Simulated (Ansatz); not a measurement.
An Ansatz (a first-principles code) input (plane-wave PAW DFT at the r2SCAN level (Ansatz, 500 eV), without spin-orbit coupling):

Ansatz 0.2 input:
```yaml
crystal:
  lattice:
    - [0, 2.40205984, 2.40205984]
    - [2.40205984, 0, 2.40205984]
    - [2.40205984, 2.40205984, 0]
  atoms:
    - { symbol: N, position: [0, 0, 0] }
    - { symbol: Y, position: [0.5, 0.5, 0.5] }
basis: { ecutwfc: 500, ecutrho_ratio: 4, xc_grid: 4, fft_grid_basis: typed }
kpoints: { mp_grid: { grid: [12, 12, 12] } }
hamiltonian:
  xc: r2scan
  dispersion: none
  pseudopotentials: { kind: paw }
scf: { occupations: { method: fermi_dirac, width: 0.05 }, convergence: { dr2_threshold: 0.0000000002 } }
relax: { f_tol: 0.005, max_steps: 50 }
output: { forces: true, stress: true }
checkpoint: { write: state.ck, write_every: 1000 }
```

Q: Which symmetry and how many k-points will the program report, and about how many plane waves at Γ?

A: Space group Fm-3m (ITA 225) with 48 operations, k-points 72 of 1728, and 725 plane waves at Γ.

Q: And the final pressure?

A: 10.81 GPa (compression positive).

The cells carry an imposed strain or load. Whether these cells are dynamically stable was not tested. The cell was made from YN in the rock salt structure (space group Fm-3m, No. 225) by this change: isotropic strain −1.87 %.
